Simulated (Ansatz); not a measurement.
End structure of a constructed model of the (111)B surface of zinc-blende CdTe, Te-terminated, 2x2 Te adatom at H3 (bottom of the slab: 2 H on 4 bottom sites):

```
CELL_PARAMETERS angstrom
      9.36209     0.00000     0.00000
     -4.68105     8.10781     0.00000
      0.00000     0.00000    31.50000
ATOMIC_POSITIONS crystal
  Cd 0.34672 0.15328 0.30262
  Cd 0.83016 0.16971 0.33945
  Cd 0.33029 0.66984 0.33945
  Cd 0.84675 0.65325 0.30262
  Te 0.17544 0.32456 0.34655
  Te 0.66021 0.33973 0.34720
  Te 0.16027 0.83979 0.34720
  Te 0.67550 0.82450 0.34649
  Cd 0.16667 0.33333 0.43804
  Cd 0.66667 0.33333 0.43804
  Cd 0.16667 0.83333 0.43804
  Cd 0.66667 0.83333 0.43804
  Te 0.00000 0.00000 0.46838
  Te 0.50000 0.00000 0.46838
  Te 0.00000 0.50000 0.46838
  Te 0.50000 0.50000 0.46838
  Cd 0.99727 0.99897 0.55909
  Cd 0.50134 0.99866 0.55933
  Cd 0.00002 0.49998 0.55980
  Cd 0.50103 0.50273 0.55909
  Te 0.33327 0.16673 0.58748
  Te 0.83337 0.16686 0.59030
  Te 0.33314 0.66663 0.59030
  Te 0.83327 0.66673 0.59012
  Cd 0.33310 0.16690 0.67960
  Cd 0.82281 0.14589 0.68105
  Cd 0.35411 0.67719 0.68105
  Cd 0.82282 0.67718 0.68083
  Te 0.16216 0.33784 0.71912
  Te 0.67532 0.33790 0.71902
  Te 0.16210 0.82468 0.71902
  Te 0.66671 0.83329 0.72041
  H  0.33190 0.16810 0.24887
  H  0.83216 0.66784 0.24884
  Te 0.99973 0.50027 0.75800
```

Slab: 35 atoms, 15.2 Å thick at the start with caps and adatoms; k 3x3x1, smearing 0.025 eV, dipole-corrected; 8 atoms held, the rest relaxed; start symmetry kept, larger cells not searched; no spin, no spin-orbit, no U. In PBE it lies 0.04 eV a 1x1 cell over the lowest computed structure of the same composition (2x2 Te adatom at T4).

What highest filled level below the top vacuum level does Ansatz (a quantum-chemistry and plane-wave program) with PBE give?

5.00 eV

Give the gap of the slab on its k-mesh at the level PBE.

0.39 eV
